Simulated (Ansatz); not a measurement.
An Ansatz (a quantum-chemistry and plane-wave program) input (DFT with LDA, PAW potentials and a 420 eV plane-wave cutoff in Ansatz, spin-orbit coupling left out):

Ansatz 0.2 input:
```yaml
crystal:
  lattice:
    - [8.2419271602, 0, 0]
    - [4.1209635801, 7.1377182969, 0]
    - [4.1209635801, -2.3792394323, 3.3147810989]
  atoms:
    - { symbol: Cs, position: [0, 0, 0] }
    - { symbol: Pb, position: [0, 0.5, 0.5] }
    - { symbol: Br, position: [0.5, 0, 1] }
    - { symbol: Br, position: [0, 0.5, 1] }
    - { symbol: Br, position: [0.5, 0.5, 1] }
basis: { ecutwfc: 420, ecutrho_ratio: 4, xc_grid: 2, fft_grid_basis: typed }
kpoints: { mp_grid: { grid: [6, 6, 6] } }
hamiltonian:
  xc: lda
  dispersion: none
  pseudopotentials: { kind: paw }
scf: { occupations: { method: fermi_dirac, width: 0.05 } }
relax: { f_tol: 0.005, max_steps: 50, cell: { stress_tol: 0.01, fix: [a, b, gamma] } }
output: { forces: true, stress: true }
checkpoint: { write: state.ck, write_every: 1000 }
```

### Question
Which symmetry and how many k-points will the program report, and about how many plane waves at Γ?

### Answer
Space group R-3m (ITA 166) with 12 operations, k-points 32 of 216, and 3827 plane waves at Γ.

The cells carry an imposed strain or load. Whether these cells are dynamically stable was not tested. The cell was made from CsPbBr₃ in the cubic perovskite structure (space group Pm-3m, No. 221) by this change: biaxial strain +1.00 %, plane normal [111], relaxed out of plane. Many cubic perovskites are stable only at high temperature; tilts and polar distortions were not tested. This is not the structure that CsPbBr3 has at room temperature and ambient pressure.
